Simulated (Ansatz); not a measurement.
```yaml
crystal:
  lattice:
    - [11.00000, 0.00000, 0.00000]
    - [0.00000, 11.00000, 0.00000]
    - [0.00000, 0.00000, 6.36774]
  atoms:
    - { symbol: Cs, position: [0.50000, 0.50000, 0.00000] }
    - { symbol: Cl, position: [0.50000, 0.50000, 0.50000] }
```

These are PBE (plane waves to 420 eV, PAW; Ansatz, a program for electronic structure) values and carry that method's errors. Mesh 1×1×48. No spin polarisation. Isolated but for its images some 11 Å away. A hypothetical model. Symmetry and one short period hold its shape; lower forms weren't sought. Pairing along the axis, which can open a gap, is among the distortions not tried.

Problem. Tabulate the two highest filled and two lowest empty levels along the axis, from the valence top.

Solution. 
| k (2π/c) | v2 (eV) | v1 (eV) | c1 (eV) | c2 (eV) |
|---|---|---|---|---|
| 0.000 | -0.27 | 0.00 | 3.98 | – |
| 0.042 | -0.27 | -0.02 | 3.98 | – |
| 0.083 | -0.28 | -0.06 | 4.00 | – |
| 0.125 | -0.28 | -0.14 | 4.04 | – |
| 0.167 | -0.29 | -0.23 | 4.08 | – |
| 0.208 | -0.30 | -0.30 | – | – |
| 0.250 | -0.31 | -0.31 | – | – |
| 0.292 | -0.32 | -0.32 | – | – |
| 0.333 | -0.33 | -0.33 | – | – |
| 0.375 | -0.34 | -0.34 | – | – |
| 0.417 | -0.34 | -0.34 | – | – |
| 0.458 | -0.35 | -0.35 | – | – |
| 0.500 | -0.35 | -0.35 | – | – |
A dash stands for levels within 1 eV of the vacuum level or above it.
